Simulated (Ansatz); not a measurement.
## Defect calculation: Zn on the Al site + 1 H in wurtzite AlN

These are PBE, PAW (plane waves to 420 eV; Ansatz, a quantum-chemistry and plane-wave program) values and carry that method's errors. Cell and caveats: 96-site cell; 2×2×2 shifted k-points; start: the Al site; H at the bond centre; energies good to tenths of an eV; flagged in the runs: a host whose relaxation on this sampling wasn't shown to rest.

Neighbours after relaxation, in Å: of the Zn atom: H 1.79, N 1.94, N 1.94, N 1.94; of the H atom: N 1.02, Zn 1.79, Al 2.26, Al 2.38, Al 2.40, N 2.65, N 2.67.

The name describes the start; the neighbours show where the atoms ended.

```json
[
 {"charge": "0", "moment (μB)": "not spin-polarised", "largest move off a lattice site (Å)": "0.61"}
]
```

No other site or start that was run ended lower by more than 0.1 eV.

Flagged in the runs: a host whose relaxation on this sampling wasn't shown to rest.
